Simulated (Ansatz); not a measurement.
The parent structure is Mo in the bcc (W type) structure (space group Im-3m, No. 229; a = 3.151 Å; relaxed with 0.1 eV smearing). Axes: x, y, z lie along the cube axes.

The values are results of Ansatz (a first-principles code) r2SCAN, scalar-relativistic without spin-orbit coupling, not measurements.

The change: the cell is scaled by 1.0300 in all directions, atoms relaxed at fixed cell.

**Question.** Predict the stress tensor and what it implies for the stiffness.

**Answer.** Stress of the strained cell less that of the base (GPa, compression positive):
```
  -20.0     0.0     0.0
    0.0   -20.0     0.0
    0.0     0.0   -20.0
```

Then B = −ΔP/(ΔV/V₀) with ΔV/V₀ = 0.0927 gives secant stiffness values (nonlinear terms included at this strain): B ≈ 216 GPa.

As a check, the harmonic strain energy −½ V₀ Δσ:ε is 88 meV/atom; the computed energy rise is 98 meV/atom.

Whether these cells are dynamically stable was not tested. All final runs are without spin polarisation.
